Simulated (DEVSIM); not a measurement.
Structure: Schottky contact on n-type GaP, at 250 K.

Layer 1 from the left is GaP, thickness (μm) 1.40, Nd (cm⁻³) 2.7e16, τn (s) 2.9e-6, τp (s) 2.9e-6.

Left contact: Schottky, work function 4.87 eV, emission velocity 3.6e6 cm/s. Right contact: ohmic. Voltage is applied to the left contact. Recombination: SRH at mid-gap, radiative, Auger. Mobility is μmin + (μ − μmin)/(1 + (N/Nref)^α).

This is a model device: material constants are rounded textbook-type values typed into the input, and sizes, dopings and lifetimes were drawn at random. Values at 300 K; Nc and Nv go as T^1.5, mobilities as T to minus their exponent, the gap by Varshni's rule with the affinity fixed.

GaP: gap (eV) 2.26, affinity (eV) 3.8, permittivity 11.1, Nc (cm⁻³) 1.8e19, Nv (cm⁻³) 1.9e19, μn (cm²/Vs) 250, μp (cm²/Vs) 150, μn,min 10, μp,min 10, Nref,n 4.4e18, Nref,p 1e18, αn 0.8, αp 0.85, T exponent of μn 1.6, T exponent of μp 1.98, B (cm³/s) 1e-13, Cn (cm⁶/s) 1e-30, Cp (cm⁶/s) 1e-30, Varshni α (eV/K) 0.00058, Varshni β (K) 372.

Simulated with DEVSIM: 1D drift-diffusion, Boltzmann statistics, complete ionisation; no tunnelling, impact ionisation, image-force lowering or self-heating. Metal contacts follow the ideal Schottky-Mott rule: no Fermi-level pinning, no interface dipoles.

Dark forward current:

| |V| (V) | |J| (A/cm²) |
|---|---|
| 0.10 | 1.930e-13 |
| 0.15 | 1.975e-12 |
| 0.20 | 2.005e-11 |
| 0.25 | 2.033e-10 |
| 0.30 | 2.059e-9 |
| 0.35 | 2.085e-8 |
| 0.40 | 2.109e-7 |
| 0.45 | 2.132e-6 |
| 0.50 | 2.151e-5 |
| 0.55 | 0.0002167 |
| 0.60 | 0.002177 |
| 0.65 | 0.02178 |
| 0.70 | 0.2165 |
| 0.75 | 2.112 |
| 0.80 | 18.88 |
| 0.85 | 115.2 |
| 0.90 | 360.1 |
| 0.95 | 711.0 |
| 1.00 | 1116 |
| 1.05 | 1551 |
| 1.10 | 2003 |

Question: Work out the local ideality factor n = ΔV / (kT/q · ln(J2/J1)) between the rows 0.10 and 0.15 V, 1.05 and 1.10 V.

Answer: kT/q = 21.54 mV. From 0.10 to 0.15 V: ln(1.975e-12/1.930e-13) = 2.326, n = 1.00, near the 1 of diffusion or emission over a barrier. From 1.05 to 1.10 V: ln(2003/1551) = 0.256, n = 9.08; the layers' resistance at their doping, Σ W/(qμN) = 9.8e-5 Ω cm², would take 44 mV of this step of 50 mV.

Question: Estimate the current at 0.45 V for emission alone, J0 = q v N_band exp(−φB/kT), and read the barrier back from the simulated current.

Answer: φB = 1.070 eV, N_band = 1.37e19 cm⁻³, J0 = 2.11e-15 A/cm²; J = J0 (exp(qV/kT) − 1) = 2.49e-6 A/cm². The simulation gives 2.13e-6 A/cm²; the estimate lies 17 % above. Read backwards, the simulated current gives an apparent barrier of 1.073 eV. The estimate leaves out transport through the depletion region and minority injection.
